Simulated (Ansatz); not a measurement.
Base system: GaAs in the zinc blende structure (space group F-43m, No. 216; a = 5.603 Å). Axes: x, y, z lie along the cube axes.

Calculations: LDA (Ansatz, a first-principles code, PAW, no SOC).

Perturbation: biaxial strain −0.83 %, plane normal [111], relaxed out of plane (Cartesian); in-plane vectors clamped, the third vector and the atoms free.

Task: How does this affect the in-plane stress, out-of-plane strain and energy relative to the base?

Result: The mean in-plane stress (compression positive) comes out as +1.5 GPa; the out-of-plane strain comes out as +0.40 %; the energy grows by 1.7 meV/atom.

Stability against distortions was not tested.
